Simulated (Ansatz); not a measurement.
Worked example: self-consistent single point of KI (Fm-3m, 2 atoms in the cell) in Ansatz (a quantum-chemistry and plane-wave program).

Computed with PBE with spin-orbit coupling (plane waves, PAW; Ansatz).

```yaml
crystal:
  lattice:
    - [0.00000, 3.53500, 3.53500]
    - [3.53500, 0.00000, 3.53500]
    - [3.53500, 3.53500, 0.00000]
  atoms:
    - { symbol: K, position: [0.00000, 0.00000, 0.00000] }
    - { symbol: I, position: [0.50000, 0.50000, 0.50000] }
```

Reference input (self-consistent single point, DFT, PBE, plane waves, default PAW files): kpoints.mp_grid.grid = 4 4 4; hamiltonian.xc = pbe; hamiltonian.pseudopotentials = {kind: paw} (the program's default PAW files); scf.occupations.method = fermi_dirac; scf.occupations.width = 0.05 eV. This run's input differs from it in these lines:

Ansatz 0.2 input:
```diff
@@ -14,2 +14,5 @@
   pseudopotentials: { kind: paw }
+magnetization:
+  noncollinear: true
+  spin_orbit: true
 scf:
```

The program printed (abridged):

```
SCF iter   1: F=—  HF=-9057.949210 eV  |F-HF|=—  |Δ(HF+E_count)|=         —  Δρ=4.04e-2  dr2=2.72e0  dr2_m=0.00e0 (ungated)  ethr=3.10e-3  |M|=0.00e0 ∫|m|=0.00e0 μB  |m|>n=0.0e0 m-floor=0.0e0 τ_xc=0.0e0  β_m=0.30  ⟨swp⟩=14.0  Hψ=1003  notcnv=0
all-band conjugate gradients solve this SCF's bands
preconditioner: auto → none
   [... lines left out ...]
SCF iter   6: F=—  HF=-9056.746337 eV  |F-HF|=—  |Δ(HF+E_count)|=   5.04e-6  Δρ=1.80e-5  dr2=2.99e-7  dr2_m=0.00e0 (ungated)  ethr=9.92e-8  |M|=0.00e0 ∫|m|=0.00e0 μB  |m|>n=0.0e0 m-floor=0.0e0 τ_xc=0.0e0  β_m=0.79  ⟨swp⟩=2.0  Hψ=182  notcnv=0  defer=24
SCF iter   7: F=-9056.746337 eV  HF=-9056.746337 eV  |F-HF|=4.60e-9  |Δ(HF+E_count)|=   8.33e-8  Δρ=3.66e-6  dr2=1.20e-8  dr2_m=0.00e0 (ungated)  ethr=3.85e-10  |M|=0.00e0 ∫|m|=0.00e0 μB  |m|>n=0.0e0 m-floor=0.0e0 τ_xc=0.0e0  ⟨swp⟩=14.6  Hψ=855  notcnv=0
SCF 1 converged in 7 iterations: F = -9056.746337 eV  dr2 = 1.20e-8
Magnetization: |M| = 0.0000 μB,  M = (+0.0000, +0.0000, +0.0000) μB
Absolute magnetization: 0.0000 μB (∫|m|)
  site 0: m = (+0.0000, +0.0000, +0.0000) μB, |m| = 0.0000 μB  (R = 1.46 Å)
  site 1: m = (+0.0000, +0.0000, +0.0000) μB, |m| = 0.0000 μB  (R = 1.46 Å)
Free energy (F): -9056.746337 eV
Internal energy: -9056.746337 eV  (E = F + TS)
E sigma→0 (E₀):  -9056.746337 eV
Fermi energy:    4.413492 eV
--- Forces (eV/Å), atoms counted from 1 ---
  atom   1  K     -0.00000000     0.00000000     0.00000000
  atom   2  I      0.00000000    -0.00000000     0.00000000
--- Stress (GPa, compression-positive) ---
        0.579540       0.000000       0.000000
        0.000000       0.579540       0.000000
        0.000000       0.000000       0.579540
  P = ⅓ Tr σ = 0.5795 GPa (5.795 kbar)
  The stress holds the Pulay correction. Without it, at fixed plane waves, as pw.x and ABINIT print it: P = 0.5721 GPa
```

The run converged in 7 iterations. Against the reference run the pressure hardly changes (0.57 to 0.58 GPa) and the gap on the mesh goes from 3.962 to 3.642 eV.

The starting cell has typed, rounded lattice constants, without a prior relaxation at this level. Ansatz's pressure includes its estimate of the finite-basis (Pulay) stress.
